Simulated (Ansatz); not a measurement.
Consider ZnSe in the zinc blende structure (space group F-43m, No. 216).

```yaml
crystal:
  lattice:
    - [0.00000, 2.78375, 2.78375]
    - [2.78375, 0.00000, 2.78375]
    - [2.78375, 2.78375, 0.00000]
  atoms:
    - { symbol: Zn, position: [0.00000, 0.00000, 0.00000] }
    - { symbol: Se, position: [0.25000, 0.25000, 0.25000] }
```

Cartesian axes are those of the cell as printed.

Method: LDA in Ansatz (plane waves to 420 eV, PAW, no SOC).

Base values:

| Item | Value |
|---|---|
| Valley order | Γ 1.25 eV; L along ⟨111⟩ 2.45 eV; X along ⟨100⟩ 2.69 eV |
| Shortest interatomic distance | 2.411 Å |

Perturbation: a pure shear with ε_xy = ε_yx = 0.0057, atoms relaxed at fixed cell.

What happens to the valley order, energy relative to the base, stress and shortest interatomic distance?

The valley order (the lowest conduction-band minima on the path, energy above the VBM, named in the base's zone) becomes Γ 1.21 eV; L along [1-11] 2.37 eV; L along [11-1] 2.46 eV; X along [001] 2.64 eV (base: Γ 1.25 eV; L along ⟨111⟩ 2.45 eV; X along ⟨100⟩ 2.69 eV); the energy grows by 0.4 meV/atom; the stress (xx, yy, zz, yz, xz, xy; compression positive) comes out as (0.00, 0.00, 0.00, 0.00, 0.00, -0.49) GPa; the shortest interatomic distance drops by 0.0025 Å, from 2.411 Å to 2.408 Å.

The levels and masses belong to the bands next to the band gap. The cells carry an imposed strain or load. No phonon test of stability was made.

Ansatz is a quantum-chemistry and plane-wave program.
